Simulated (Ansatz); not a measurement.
Consider HgS in the zinc blende structure (space group F-43m, No. 216; a = 5.876 Å). Axes: x, y, z lie along the cube axes.

Level of theory: PBEsol (Ansatz, an electronic-structure program; PAW; 420 eV plane waves; without spin-orbit coupling).

Strains are applied to the cell and any free atomic positions relax.

One change was made to it. Results:

| quantity | base | after |
|---|---|---|
| pressure (mean of the normal stresses, compression positive) | 0.0 GPa | -1.4 GPa |
| energy relative to the base (free energy F) | 0 meV/atom | +3.4 meV/atom |

### Question
Which change produced these results?
A. uniaxial strain ε_zz = +1.50 %
B. uniaxial strain ε_zz = +2.50 %
C. uniaxial strain ε_zz = +1.00 %

### Answer
B, uniaxial strain ε_zz = +2.50 %. For comparison, the energy relative to the base in the other runs: uniaxial strain ε_zz = +1.00 % gives +0.6 meV/atom; uniaxial strain ε_zz = +1.50 % gives +1.3 meV/atom.

A case with no gap was solved on a k-mesh chosen for an insulator, which is coarse for it. No phonon test of stability was made. All final runs are without spin polarisation.
